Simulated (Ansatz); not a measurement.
## PbTe: response to strain

The reference is PbTe in the rock salt structure (space group Fm-3m, No. 225; a = 6.380 Å). Axes: x, y, z lie along the cube axes.

Strains are applied to the cell and any free atomic positions relax; under biaxial strain the out-of-plane vector relaxes too.

All numbers come from Kohn–Sham DFT with the LDA functional, run in Ansatz (a quantum-chemistry and plane-wave program) with PAW and 420 eV plane waves, no SOC.

| biaxial strain, plane normal [111], relaxed out of plane (%) | band gap (eV) |
|---|---|
| 0 | 0.57 |
| 0.42 | 0.52 |
| 0.83 | 0.47 |
| 1.25 | 0.42 |
| 1.67 | ? |
| 2.08 | 0.32 |
| 2.5 | 0.27 |

Task: Fit E_g = E₀ + Dε (ε in %) to the rows shown and predict the withheld row.

Result: Least squares on the printed values gives E₀ = 0.57 eV, D = -120 meV per % of strain (largest residual 0.00 eV); this predicts 0.37 eV, and the run gives 0.37 eV, in agreement.

Spin-orbit coupling, missing from the scalar runs, can matter with Pb and Te. Stability against distortions was not tested. A zero or small gap of PbTe under biaxial strain +2.50 %, plane normal [111], relaxed out of plane can be the functional's error rather than a property of the material.
